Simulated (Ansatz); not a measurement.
Given:

Host crystal: wurtzite ZnO, with a band gap (PBE, scalar-relativistic without spin-orbit coupling).

End structure of the 1x1 (10-10) surface of wurtzite ZnO (cut with top plane O + Zn):

```
CELL_PARAMETERS angstrom
      3.27949     0.00000     0.00000
      0.00000     5.29379     0.00000
      0.00000     0.00000    28.50000
ATOMIC_POSITIONS crystal
  O  0.50000 0.37743 0.33452
  Zn 0.50000 0.03125 0.34633
  O  0.00000 0.87215 0.36753
  Zn 0.00000 0.49479 0.36289
  O  0.00000 0.37176 0.43285
  Zn 0.00000 0.99599 0.43628
  O  0.50000 0.87015 0.46746
  Zn 0.50000 0.49048 0.46515
  O  0.50000 0.37015 0.53254
  Zn 0.50000 0.99048 0.53485
  O  0.00000 0.87176 0.56715
  Zn 0.00000 0.49599 0.56372
  O  0.00000 0.37215 0.63247
  Zn 0.00000 0.99479 0.63711
  O  0.50000 0.87743 0.66548
  Zn 0.50000 0.53125 0.65367
```

Set-up: 16 atoms, 9.4 Å thick at the start (thin: gaps and levels are the slab's own); mesh 6x4x1; 0.01 eV smearing; dipole correction on; 8 atoms held, the rest relaxed; held to the start's symmetry, so lower structures may exist; no spin, no spin-orbit, no U.

Q: What highest filled level below the top vacuum level does PBE run with Ansatz (a program for electronic structure) give?

A: 5.77 eV

Q: Estimate the gap of the slab on its k-mesh that PBE returns for this input.

A: 0.92 eV
